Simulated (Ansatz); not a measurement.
Functionals compared on a constructed model of the (100) surface of fcc Cu, a pseudomorphic layer of Pt in the host's stacking (bottom of the slab: a bare face, its two planes held), in Ansatz (plane waves, PAW). The structure was relaxed with PBE; the other rows are single points on it. Cutoff 420 eV (500 eV for r2SCAN).

Model: 7-atom slab, 11.2 Å thick at the start, 15x15x1 mesh, Fermi-Dirac 0.1 eV, dipole correction, 2 atoms held, the rest relaxed; start symmetry kept, larger cells not searched; no spin, no spin-orbit, no U. It is one candidate, not shown to be the stable structure of the face. These notes are the PBE run's.

| functional | work function of the top face (eV) | rough cost of the single point |
|---|---|---|
| PBE | 5.62 | – |
| RPBE | [?] | roughly 40 core-seconds |
| r2SCAN | 5.68 | very roughly 50 core-seconds |

Q: Fill in the missing entries.

A: 
- RPBE, work function of the top face (eV): 5.45

Ansatz is a first-principles code.
